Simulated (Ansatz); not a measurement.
System: TiSi (model structure, started from the NbAs type, I4₁md, No. 109, 4 atoms in the cell). Method: r²SCAN (Ansatz, a quantum-chemistry and plane-wave program, PAW).

Settings: plane-wave cutoff 560 eV, 22×22×22 k mesh, Fermi–Dirac smearing 0.05 eV, no spin polarisation, scalar-relativistic PAW data made under PBE.

Cell (relaxed at this level):

```
CELL_PARAMETERS angstrom
     -1.36606     1.36606     8.28515
      1.36606    -1.36606     8.28515
      1.36606     1.36606    -8.28515
ATOMIC_POSITIONS crystal
  Ti 0.51379 0.51379 0.00000
  Ti 0.26379 0.76379 0.50000
  Si 0.90221 0.90221 0.00000
  Si 0.65221 0.15221 0.50000
```

Task: Predict the bulk modulus B0.

Result: 
* **bulk modulus B0**: 116 GPa

Note: the bulk modulus is −V dP/dV from two relaxed cells at ±2 % in volume; the relaxation could raise the start's symmetry but not lower it, so the cell can be a saddle point.

Static lattice: no zero-point or thermal effects.

A model structure was made by putting elements into a prototype or built by hand; it is no filed structure, need not be a known phase, and can be a saddle point held by its symmetry.
